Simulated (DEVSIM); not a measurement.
System: In0.49Ga0.51P/GaAs n-p heterojunction, at 400 K.

Layer 1 from the left is In0.49Ga0.51P, thickness (μm) 0.0610, Nd (cm⁻³) 6.8e17, τn (s) 1e-8, τp (s) 1e-8. Layer 2 from the left is GaAs, thickness (μm) 3.50, Na (cm⁻³) 8e15, τn (s) 1e-8, τp (s) 1e-8.

Left contact: ohmic. Right contact: ohmic. Voltage is applied to the left contact. Recombination: SRH at mid-gap. Mobility is constant in doping.

The device is made up for the run: typed textbook-type constants, with dimensions and the other settings drawn at random. Values at 300 K; Nc and Nv go as T^1.5, mobilities as T to minus their exponent, the gap by Varshni's rule with the affinity fixed.

In0.49Ga0.51P: gap (eV) 1.89, affinity (eV) 4, permittivity 11.8, Nc (cm⁻³) 9e17, Nv (cm⁻³) 1.3e19, μn (cm²/Vs) 1500, μp (cm²/Vs) 80, T exponent of μn 1.66, T exponent of μp 2, Varshni α (eV/K) 0.0005, Varshni β (K) 250. GaAs: gap (eV) 1.424, affinity (eV) 4.07, permittivity 12.9, Nc (cm⁻³) 4.7e17, Nv (cm⁻³) 9e18, μn (cm²/Vs) 8500, μp (cm²/Vs) 400, T exponent of μn 2.1, T exponent of μp 2.2, Varshni α (eV/K) 0.000541, Varshni β (K) 204.

DEVSIM, 1D drift-diffusion, Boltzmann statistics, complete ionisation; no tunnelling, impact ionisation, image-force lowering or self-heating. Band offsets follow the typed affinities; no thermionic-emission limit at abrupt steps, no polarisation charge.

### Question
What does the simulation give for the potential step across the device at zero bias, the dark forward voltage at 100 A/cm², the dark forward voltage at 1 A/cm², the largest field in the device at zero bias?

### Answer
potential step across the device at zero bias 1.166 V; dark forward voltage at 100 A/cm² 0.906 V; dark forward voltage at 1 A/cm² 0.742 V; largest field in the device at zero bias 85000 V/cm.
